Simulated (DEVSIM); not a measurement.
Structure: Si p-i-n diode, at 350 K.

Layer 1 from the left is Si, thickness (μm) 0.640, Na (cm⁻³) 1.9e17, τn (s) 7.1e-5, τp (s) 7.1e-5. Layer 2 from the left is Si, thickness (μm) 0.310, Nd (cm⁻³) 5.1e11, τn (s) 7.1e-5, τp (s) 7.1e-5. Layer 3 from the left is Si, thickness (μm) 1.40, Nd (cm⁻³) 1e17, τn (s) 7.1e-5, τp (s) 7.1e-5.

Left contact: ohmic. Right contact: ohmic. Voltage is applied to the left contact. Recombination: SRH at mid-gap. Mobility is constant in doping.

This is a model device: material constants are rounded textbook-type values typed into the input, and sizes, dopings and lifetimes were drawn at random. Values at 300 K; Nc and Nv go as T^1.5, mobilities as T to minus their exponent, the gap by Varshni's rule with the affinity fixed.

Si: gap (eV) 1.124, affinity (eV) 4.05, permittivity 11.7, Nc (cm⁻³) 2.86e19, Nv (cm⁻³) 3.1e19, μn (cm²/Vs) 1417, μp (cm²/Vs) 470, T exponent of μn 2.3, T exponent of μp 2.2, Varshni α (eV/K) 0.000473, Varshni β (K) 636.

Model (solved in DEVSIM): 1D drift-diffusion, Boltzmann statistics, complete ionisation; no tunnelling, impact ionisation, image-force lowering or self-heating.

**Question.** What does the simulation give for the dark forward voltage at 1 A/cm², the dark forward voltage at 100 A/cm², the potential step across the device at zero bias?

**Answer.** dark forward voltage at 1 A/cm² 0.496 V; dark forward voltage at 100 A/cm² 0.636 V; potential step across the device at zero bias 0.773 V.
